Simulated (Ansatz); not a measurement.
Results of PBEsol (Ansatz, an electronic-structure program, PAW) for spinel GeFe2O4.

Numerical settings: plane-wave cutoff 520 eV, 12×12×12 k mesh, Fermi–Dirac smearing 0.05 eV, spin-polarised with parallel moments, scalar-relativistic PAW data made under PBE.

Results at a series of volumes:

```
V (Å³/atom)  E − E_lowest (meV/atom)  P (GPa)
-----------  -----------------------  -------
9.949                          10.75     8.65
10.156                          2.58     4.08
10.363                          0.00    -0.01
10.570                          2.42    -3.66
10.778                          9.30    -6.92
```

Problem. Estimate the bulk modulus and its pressure derivative from these points.

Solution. V0 = 10.363 Å³/atom, B0 = 193 GPa, B′ = 4.6 (fit to the energies at full precision).

Note: the magnetic order was assumed, not searched for or taken from measurement; functionals without U or exact exchange can leave correlated insulators metallic, so the missing gap need not be real.

Static lattice: no zero-point or thermal effects.
